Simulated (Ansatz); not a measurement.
Results of PBEsol in Ansatz (PAW) for TaTe (model structure, Fm-3m, No. 225, 2 atoms in the cell).

Run with plane-wave cutoff 520 eV, 18×18×18 k mesh, Fermi–Dirac smearing 0.05 eV, scalar-relativistic PAW data made under PBE.

Cell (relaxed at this level):

TaTe is taken in the cubic space group Fm-3m (No. 225), the rock salt structure, Pearson symbol cF8. Conventional cell: a = b = c = 5.623 Å, α = β = γ = 90.00°. Ta on 4a is surrounded by 6 Te at 2.811 Å (octahedral). Te on 4b is surrounded by 6 Ta at 2.811 Å (octahedral). (Neighbours: up to the widest gap in distance over summed covalent radii, below 1.35, at either atom; cation-cation and far metal-metal contacts left out.)
(The calculation used a cell of 2 atoms; values per cell refer to that cell.)

Problem. What does this level give for the bulk modulus?

Solution. 
bulk modulus: 120 GPa

The run finds no gap.

Note: the bulk modulus is −V dP/dV from two relaxed cells at ±2 % in volume; the relaxation could raise the start's symmetry but not lower it, so the cell can be a saddle point.

Spin–orbit coupling is not included; it can open a gap where bands touch, and shift volumes and moduli.

Computed values are for the static lattice.

A model structure was made by putting elements into a prototype or built by hand; it is no filed structure, need not be a known phase, and can be a saddle point held by its symmetry.

Ansatz is an electronic-structure program.
